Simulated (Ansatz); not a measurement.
System: RuC (model structure, started from the CsCl type, Pm-3m, No. 221, 2 atoms in the cell). Method: LDA (Ansatz, an electronic-structure program, plane waves, PAW).

Numerical settings: plane-wave cutoff 520 eV, 20×20×20 k mesh, Fermi–Dirac smearing 0.05 eV, no spin polarisation, scalar-relativistic PAW data made under PBE.

Cell (relaxed at this level):

```
CELL_PARAMETERS angstrom
      2.61819     0.00000     0.00000
      0.00000     2.61819     0.00000
      0.00000     0.00000     2.61819
ATOMIC_POSITIONS crystal
  Ru 0.00000 0.00000 0.00000
  C  0.50000 0.50000 0.50000
```

**Question.** Predict the bulk modulus B0.

**Answer.** 
* **bulk modulus B0**: 398 GPa

Note: the run has no spin polarisation, so it can have missed a magnetic state; the bulk modulus is −V dP/dV from two relaxed cells at ±2 % in volume; the relaxation could raise the start's symmetry but not lower it, so the cell can be a saddle point.

Cost on a shared machine: around 30 core-seconds (rough).

A model structure was made by putting elements into a prototype or built by hand; it is no filed structure, need not be a known phase, and can be a saddle point held by its symmetry.
